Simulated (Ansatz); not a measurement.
**GaN (model structure, started from the NiAs type, P6₃/mmc, No. 194, 4 atoms in the cell)**

All values below come from r²SCAN in Ansatz (plane waves, PAW).

Run with plane-wave cutoff 560 eV, 12×12×8 k mesh (along the axes of the cell as run), Fermi–Dirac smearing 0.01 eV, scalar-relativistic PAW data made under PBE.

Cell (relaxed with PBEsol):

```yaml
crystal:
  lattice:
    - [2.96867, 0.00000, 0.00000]
    - [-1.48434, 2.57095, 0.00000]
    - [0.00000, 0.00000, 5.04063]
  atoms:
    - { symbol: Ga, position: [0.00000, 0.00000, 0.00000] }
    - { symbol: Ga, position: [0.00000, 0.00000, 0.50000] }
    - { symbol: N, position: [0.33333, 0.66667, 0.25000] }
    - { symbol: N, position: [0.66667, 0.33333, 0.75000] }
```

```json
{
 "band_gap": "1.88 eV (indirect)",
 "smallest_direct_gap_on_the_k_points_sampled": "2.22 eV"
}
```

Note: the relaxation could raise the start's symmetry but not lower it, so the cell can be a saddle point; cell and atoms aren't relaxed at this level (pressure -0.6 GPa).

Spin–orbit coupling is not included.

Computing time: very roughly 22 core-seconds.

A model structure was made by putting elements into a prototype or built by hand; it is no filed structure, need not be a known phase, and can be a saddle point held by its symmetry.

Ansatz is a quantum-chemistry and plane-wave program.
